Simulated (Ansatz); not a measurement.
The starting structures come from a database of crystals and need not be the phases stable at ambient conditions.

## Evanescent states of AgI (P4/nmm, not sure to be the ambient phase, 4 atoms a cell, 30.1 Å³ an atom) along the normal of (001)

Calculation: PBEsol (plane waves, PAW; Ansatz, a first-principles code).

No gap correction and no spin-orbit coupling; mid-gap values are interpolated between computed energies.

Energies count from the valence-band top; κ is the least over a 8×8 mesh across the current.

| E (eV) | κ (1/Å) | where |
|---|---|---|
| 0.04 | 0.078 | Γ |
| 0.10 | 0.134 | Γ |
| 0.17 | 0.171 | Γ |
| 0.24 | 0.193 | Γ |
| 0.32 | 0.189 | Γ |
| 0.39 | 0.184 | Γ |
| 0.46 | 0.178 | Γ |
| 0.53 | 0.171 | Γ |
| 0.59 | 0.163 | Γ |
| 0.67 | 0.154 | Γ |
| 0.73 | 0.144 | Γ |
| 0.81 | 0.132 | Γ |
| 0.88 | 0.118 | Γ |
| 0.94 | 0.101 | Γ |
| 1.01 | 0.079 | Γ |
| 1.08 | 0.047 | Γ |

Task: How thick must the barrier be to attenuate the transmission by 10^4 when the electrodes' Fermi level lies at 0.04 eV, and what attenuation does that film give at 1.01 eV?

Result: d = 4 ln 10 / (2 × 0.078) = 59.0 Å. At 1.01 eV it gives 4 × 0.079/0.078 = 4.1 decades.
